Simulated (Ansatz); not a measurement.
We consider TaAs (model structure, started from the CsCl type, Pm-3m, No. 221, 2 atoms in the cell), described by LDA (Ansatz, a first-principles code, plane waves, PAW).

Settings: plane-wave cutoff 520 eV, 18×18×18 k mesh, Fermi–Dirac smearing 0.05 eV, scalar-relativistic PAW data made under PBE.

Cell (relaxed at this level):

```
CELL_PARAMETERS angstrom
      3.15594     0.00000     0.00000
      0.00000     3.15594     0.00000
      0.00000     0.00000     3.15594
ATOMIC_POSITIONS crystal
  Ta 0.00000 0.00000 0.00000
  As 0.50000 0.50000 0.50000
```

Estimate the bulk modulus that the calculation returns.


bulk modulus: 205 GPa

The run finds no gap.

Note: the bulk modulus is −V dP/dV from two relaxed cells at ±2 % in volume; the relaxation could raise the start's symmetry but not lower it, so the cell can be a saddle point.

Spin–orbit coupling is not included; it can open a gap where bands touch, and shift volumes and moduli.

Computing time: about 29 core-seconds (a rough figure).

A model structure was made by putting elements into a prototype or built by hand; it is no filed structure, need not be a known phase, and can be a saddle point held by its symmetry.
